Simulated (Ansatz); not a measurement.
# Effect of pressure 0.3 GPa on Ca

Base system: Ca in the fcc (Cu type) structure (space group Fm-3m, No. 225; a = 5.5265 Å).

The change: a hydrostatic pressure of 0.3 GPa.

Method: plane-wave PAW DFT at the PBE level (Ansatz, a first-principles code, 420 eV), no spin-orbit coupling. Γ-centred 15×15×15 mesh, Fermi–Dirac width 0.05 eV.

```json
[
 {"quantity": "volume per atom", "base": "42.20 Å³", "changed": "41.49 Å³", "shift": "-0.71 Å³"},
 {"quantity": "density", "base": "1.58 g/cm³", "changed": "1.60 g/cm³", "shift": "+0.027 g/cm³"},
 {"quantity": "lattice parameter a", "base": "5.527 Å", "changed": "5.495 Å", "shift": "-0.0312 Å"},
 {"quantity": "shortest interatomic distance", "base": "3.908 Å", "changed": "3.886 Å", "shift": "-0.022 Å"},
 {"quantity": "enthalpy H = E + PV relative to the base's energy", "base": "–", "changed": "+0.08 eV/atom", "shift": "–"},
 {"quantity": "band gap", "base": "zero", "changed": "zero", "shift": "–"}
]
```

Load acts through the strain it causes; cell and atoms are relaxed under it. Whether these cells are dynamically stable was not tested.
